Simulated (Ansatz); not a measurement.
A relaxation of cell and atoms of Na2Cl (P4/mmm, 6 atoms in the cell) with Ansatz (an electronic-structure program).

Computed with LDA (PW92), PAW files made with PBE (plane waves; Ansatz).

```xyz
6
Lattice="3.5675 0.0000 0.0000 0.0000 3.5675 0.0000 0.0000 0.0000 12.6329" Properties=species:S:1:pos:R:3 pbc="T T T"
Na     0.0000     0.0000     2.8664
Na     0.0000     0.0000     9.7665
Na     0.0000     0.0000     6.3164
Na     1.7837     1.7837     0.0000
Cl     1.7837     1.7837     4.5375
Cl     1.7837     1.7837     8.0954
```

Reference input (self-consistent single point, DFT, LDA (PW92), plane waves, PAW files made with PBE): basis.ecutwfc = 30.9 Ry; kpoints.mp_grid.grid = 8 8 2; hamiltonian.xc = lda; hamiltonian.pseudopotentials = {kind: paw} (the program's default PAW files); scf.occupations.method = fermi_dirac; scf.occupations.width = 0.01 Ry. This run's input differs from it in these lines:

```diff
@@ -21,2 +21,4 @@
   occupations: { method: fermi_dirac, width: 0.01 Ry }
+relax:
+  cell: {}
 output:
```

Output, abridged:

```
   [... SCF lines of the steps left out ...]
relax step   1: F+E_penalty+E_count = -7961.00138720 eV  Δ(F+E_penalty+E_count) = +0.000e0 eV  max|allowed force component| = 2.021e-1 eV/Å  Δτ_max = 0.0000 Å  P = -1.991 GPa  Ω = 160.776 Å³  (13 SCF iters, dr2 threshold 1.00e-7 eV, accepted)
relax step   2: F+E_penalty+E_count = -7961.10705891 eV  Δ(F+E_penalty+E_count) = -1.057e-1 eV  max|allowed force component| = 1.098e-1 eV/Å  Δτ_max = 0.0669 Å  P = -1.188 GPa  Ω = 153.229 Å³  energy of the carried Pulay correction = +1.572e-4 eV  [...]
   [... lines left out ...]
relax step   5: F+E_penalty+E_count = -7961.15437175 eV  Δ(F+E_penalty+E_count) = -4.001e-5 eV  max|allowed force component| = 1.129e-3 eV/Å  Δτ_max = 0.0018 Å  P = -0.004 GPa  Ω = 144.879 Å³  energy of the carried Pulay correction = +3.403e-4 eV  [...]
relax step   6: F+E_penalty+E_count = -7961.15403985 eV  Δ(F+E_penalty+E_count) = +3.319e-4 eV  max|allowed force component| = 1.156e-3 eV/Å  Δτ_max = 0.0000 Å  P = -0.004 GPa  Ω = 144.879 Å³  stress off target by 1.39e-2 GPa  SCF on the basis [...]
basis re-selected at this cell: Δ(F+E_penalty+E_count) = +3.319e-4 eV, ΔP = -0.000 GPa vs the last step
the relaxation is at rest under the 16 symmetry operations that the run kept from its start: a minimum is not shown …
Free energy (F): -7961.154040 eV
Internal energy: -7961.095227 eV  (E = F + TS)
E sigma→0 (E₀):  -7961.124634 eV
Entropy (-TS):   -0.058812 eV (-9.802 meV/atom)
Fermi energy:    4.518326 eV
--- Forces (eV/Å), atoms counted from 1 ---
  atom   1  Na     0.00000000     0.00000000     0.00056229
   [... lines left out ...]
  cell:  # Å, volume = 144.8787 Å³
   [... lines left out ...]
    - { symbol: Na, position: [6.185883403454118e-36, 1.2371766806908244e-35, 0.49999999999999994] }
    - { symbol: Na, position: [0.4999999999999999, 0.4999999999999999, -1.8309104479029083e-19] }
    - { symbol: Cl, position: [0.4999999999999999, 0.4999999999999999, 0.36537401636589645] }
    - { symbol: Cl, position: [0.4999999999999999, 0.4999999999999999, 0.6346259836341033] }
```

The run converged. 

Summary of the result:
| Quantity | Result |
|---|---|
| Free energy E − TS (on the zero of these files) | -7961.1540 eV |
| Fermi level (on the code's own zero) | 4.52 eV |
| Pressure | 0.00 GPa |
| Largest force (vector length) | 0.001 eV/Å |
| Final cell | a = b = 3.3943 Å, c = 12.5748 Å, α = β = γ = 90.00° |
| Final volume per atom | 24.15 Å³ |
| Relaxation steps | 6 |

The starting cell comes from a database of computed structures (which also holds hypothetical and non-ambient phases and stackings), without a prior relaxation at this level. Its lattice was rescaled by a random factor within 2.5 % of one. The relaxation keeps the symmetry of its start, so its end need not be a minimum. Ansatz's pressure includes its estimate of the finite-basis (Pulay) stress. The run gives no clean gap (levels at the Fermi energy touch, overlap or are partly filled at this smearing), which alone does not show that the compound is a metal.

Cost on one core of a shared machine: roughly 30 s.

Keys are those of Ansatz 0.2.
